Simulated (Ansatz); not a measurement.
**Effect of 2 layers on Mo**

The parent structure is Mo in the bcc (W type) structure (space group Im-3m, No. 229; a = 3.130 Å). Axes: x, y, z lie along the cube axes.

Now apply this change: a free-standing slab of 2 layers (2 atoms, 1 a layer) is cut normal to [110], with 15 Å of vacuum and the in-plane cell held at bulk.

Calculations: PBEsol (Ansatz, an electronic-structure program, PAW, no spin-orbit coupling), earlier PAW set. Settings: 18×18×1 k-points, 0.05 eV Fermi–Dirac smearing, for the changed cell.

The layer's space group (with vacuum) comes out as Cmme (No. 67) and the shortest interatomic distance falls by 0.173 Å to 2.537 Å. The band gap stays zero and the excess energy per area of both faces (slab less bulk energy over the cell's area: twice a surface energy) amounts to 6.03 J/m² (uncertain by up to 0.05 J/m²). The thickness between the outermost nuclei is 2.00 Å.

Final structure:

```
Mo
1.0
    2.71039     0.00000     0.00000
   -0.90346     2.55538     0.00000
    0.00000     0.00000    17.21302
Mo
2
Direct
  0.25000   0.25000   0.44199
  0.75000   0.75000   0.55801
```

The excess energy carries the mismatch between the slab's and the bulk's meshes. Whether these cells are dynamically stable was not tested. All final runs are without spin polarisation.
